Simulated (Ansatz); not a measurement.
## Band gap of CdS (Fm-3m, No. 225; start mp-1181862; another space group than a measured phase of this formula) at several levels of theory

No measured value is used here.

Put these levels in order of the band gap that they give for CdS (Fm-3m, No. 225; start mp-1181862; another space group than a measured phase of this formula), smallest first: HSE06+SOC (Ansatz, a quantum-chemistry and plane-wave program), LDA (Ansatz), PBE0 (Ansatz), r²SCAN+SOC (Ansatz), r²SCAN0 (Ansatz).

LDA (0.00 eV), r²SCAN+SOC (0.74 eV), HSE06+SOC (1.23 eV), PBE0 (1.91 eV), r²SCAN0 (2.25 eV)

Computed values are for a static lattice. Spin–orbit coupling is included only where a level's name says +SOC; with heavier elements it mostly lowers gaps and can invert bands. A gap of zero means that the bands touch or overlap; how far they overlap is not shown.  Values are at the PBEsol cell. Cutoffs and k meshes differ between the levels. Ansatz's density-functional and Hartree–Fock values are scalar-relativistic unless marked +SOC, with PAW data made under PBE.

A start named mp-… is a Materials Project structure, which can be a computed phase never made.
